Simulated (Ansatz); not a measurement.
## HfO2 (model structure, started from the tetragonal ZrO2 type, P4₂/nmc, No. 137, 6 atoms in the cell; like a known high-temperature phase)

Level of theory: r²SCAN in Ansatz (PAW).

Settings: plane-wave cutoff 560 eV, 10×10×8 k mesh (along the axes of the cell as run), Fermi–Dirac smearing 0.01 eV, scalar-relativistic PAW data made under PBE.

Cell (relaxed at this level):

```
CELL_PARAMETERS angstrom
      3.57668     0.00000     0.00000
      0.00000     3.57668     0.00000
      0.00000     0.00000     5.20228
ATOMIC_POSITIONS crystal
  Hf 0.00000 0.00000 0.00000
  Hf 0.50000 0.50000 0.50000
  O  0.00000 0.50000 0.19618
  O  0.00000 0.50000 0.69618
  O  0.50000 0.00000 0.30382
  O  0.50000 0.00000 0.80382
```

| Item | Value |
|---|---|
| band gap | 5.27 eV |
| smallest direct gap on the k points sampled | 5.34 eV |

Note: held by symmetry at 0 K, a high-temperature phase can be a saddle point.

Spin–orbit coupling is not included.

Computed values are for the static lattice.

A model structure was made by putting elements into a prototype or built by hand; it is no filed structure, need not be a known phase, and can be a saddle point held by its symmetry.

Ansatz is an electronic-structure program.
